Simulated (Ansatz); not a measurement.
The parent structure is TiO2 in the anatase structure (space group I4_1/amd, No. 141; a = 3.7988 Å, c = 9.7007 Å). Axes: x, y, z lie along a, b, c of the conventional cell.

Level of theory: Kohn–Sham DFT with the PBE functional, run in Ansatz (an electronic-structure program) with PAW and 420 eV plane waves, without spin-orbit coupling.

It is then changed as follows: uniaxial strain ε_zz = −0.60 %, all other strain components held at zero, atoms relaxed at fixed cell.

Q: Predict the stress tensor and what it implies for the stiffness.

A: Stress of the strained cell less that of the base (GPa, compression positive):
```
   0.85    0.00    0.00
   0.00    0.85    0.00
   0.00    0.00    1.15
```

Then −Δσ_ii/ε with ε = -0.0060 gives relaxed-ion elastic constants: C33 ≈ 192 GPa, C13 ≈ 142 GPa and C23 ≈ 142 GPa.

Whether these cells are dynamically stable was not tested. All final runs are without spin polarisation.
